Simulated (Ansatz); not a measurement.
Functionals compared on a constructed model of the (111)B surface of zinc-blende GaAs (in the relaxation 3 Ga–Ga bonds formed; 3 Ga–Ga bonds broke), As-terminated, Ga trimer, 2x2 (bottom of the slab: 3 H on 4 bottom sites), in Ansatz (plane waves, PAW). The structure was relaxed with PBE; the other rows are single points on it. Cutoff 420 eV (500 eV for r2SCAN).

Model: 38-atom slab, 14.7 Å thick at the start with caps and adatoms, 3x3x1 mesh, Fermi-Dirac 0.025 eV, dipole correction, 8 atoms held, the rest relaxed; start symmetry kept, larger cells not searched; no spin, no spin-orbit, no U. It is one candidate, not shown to be the stable structure of the face. These notes are the PBE run's.

| functional | gap of the slab on its k-mesh (eV) | highest filled level below the top vacuum level (eV) | rough cost of the single point |
|---|---|---|---|
| PBE | 0.66 | 4.31 | – |
| r2SCAN | (withheld) | (withheld) | very roughly 9 core-minutes |

Q: What belongs in the gaps?

A: 
- r2SCAN, gap of the slab on its k-mesh (eV): 0.96
- r2SCAN, highest filled level below the top vacuum level (eV): 4.62

Ansatz is an electronic-structure program.
